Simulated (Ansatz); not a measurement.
Subject: the formation energy of C_i in Pt (fcc, Fm-3m). Reaction: C (graphite) + 32 Pt (fcc) → cell A.

Cell A: a supercell of 32 sites of Pt (fcc, Fm-3m) with C off the lattice sites (6 Pt at 2.04 Å); spin state with PBE: run without spin, k-point mesh 5×5×5.
```
Pt32C
1.0
    7.86005     0.00000     0.00000
    0.00000     7.86005     0.00000
    0.00000     0.00000     7.86005
Pt C
32 1
Cartesian
  0.00264   0.00000   0.00000
  0.01946   1.94555   1.94555
  1.96501   0.00000   1.96237
  1.96501   1.96237   0.00000
  0.01794   0.00000   3.93003
  0.01946   1.94555   5.91450
  1.96501   0.00000   5.89768
  1.96501   1.94707   3.93003
  0.01794   3.93003   0.00000
  0.01946   5.91450   1.94555
  1.96501   3.93003   1.94707
  1.96501   5.89768   0.00000
  0.07746   3.93003   3.93003
  0.01946   5.91450   5.91450
  1.96501   3.93003   5.91298
  1.96501   5.91298   3.93003
  3.92738   0.00000   0.00000
  3.91057   1.94555   1.94555
  5.89504   0.00000   1.94707
  5.89504   1.94707   0.00000
  3.91209   0.00000   3.93003
  3.91057   1.94555   5.91450
  5.89504   0.00000   5.91298
  5.89504   1.88755   3.93003
  3.91209   3.93003   0.00000
  3.91057   5.91450   1.94555
  5.89504   3.93003   1.88755
  5.89504   5.91298   0.00000
  3.85257   3.93003   3.93003
  3.91057   5.91450   5.91450
  5.89504   3.93003   5.97250
  5.89504   5.97250   3.93003
  5.89504   3.93003   3.93003
```

Reference: C (graphite, P6₃/mmc), 4 atoms in the cell, k-point mesh 18×18×6 on the run's own vectors. Conventional cell: a = b = 2.4650 Å, c = 6.7411 Å, α = β = 90.00°, γ = 120.00°.

Reference: Pt (fcc, Fm-3m), 32 atoms in the cell, the relaxed perfect crystal repeated, atoms not moved again, k-point mesh 5×5×5 on the run's own vectors.

All numbers come from Ansatz (a quantum-chemistry and plane-wave program), plane waves with PAW, its PAW set soft_1, cutoff 420 eV, 500 eV for r2SCAN. The structures are at rest with PBE+D3(BJ), within the held lattices; other levels are single points on them. Neutral cells; Fermi-Dirac smearing of at most 0.10 eV in the solids, energies taken to zero width. The lattices are those relaxed with PBE+D3(BJ), so at other levels the solids can be strained, which adds to the spread. Larger cells are relaxed from a start prepared with the learned potential CHGNet, on a coarser mesh till forces fall under 0.03 eV/Å, which some starts already meet. A dispersion term (D3(BJ), or D4 for r2SCAN) was computed beside these levels and is taken off wherever the name lacks it. Static lattices, no vibrational contributions. No structure search was made; lower ones may exist. The runs are scalar-relativistic, without spin-orbit coupling. No correction for cell size. Mesh and cell size may move defect energies by 0.1 eV or more. Cell A has symmetry Pm-3m within 0.02 Å and got no random move, so less symmetric positions, which may lie lower, weren't tried.

Question: Estimate the value that r2SCAN+D4 returns for this input.

Answer: 2.15 eV, for C (graphite) + 32 Pt (fcc) → cell A.

Question: List the value at the remaining levels and say how far they part.

Answer: 
| Functional | value (eV) | less r2SCAN+D4 |
|---|---|---|
| PBE+D3(BJ) | 2.16 | 0.01 |
| r2SCAN | 2.25 | 0.10 |

The levels shown span 0.10 eV, from r2SCAN+D4 (2.15) to r2SCAN (2.25).
